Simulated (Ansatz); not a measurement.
**Response to strain in BeCo**

The reference is BeCo in the CsCl type structure (space group Pm-3m, No. 221; a = 2.567 Å; ferromagnetic; relaxed with 0.1 eV smearing). Axes: x, y, z lie along the cube axes.

Strains are applied to the cell and any free atomic positions relax; under biaxial strain the out-of-plane vector relaxes too; under stress the whole cell relaxes.

Calculations: Ansatz (a first-principles code) PBEsol, no spin-orbit coupling.

Notes on the quantities. pressure: mean of the normal stresses, compression positive.

```csv
case,magnetic state,pressure,shortest interatomic distance
base,ferromagnetic,0.0 GPa,2.223 Å
"biaxial strain −0.88 %, plane normal [001], relaxed out of plane",weakly magnetic (sensitive to the mesh),2.1 GPa,2.216 Å
isotropic strain +0.67 %,ferromagnetic,-4.1 GPa,2.238 Å
isotropic strain +2.17 %,ferromagnetic,-11.9 GPa,2.271 Å
"uniaxial stress, 1 GPa tension along x",ferromagnetic,–,2.224 Å
```

Other magnetic orders, which the real material may have, were not ruled out. Stability under load was not tested beyond the relaxation.
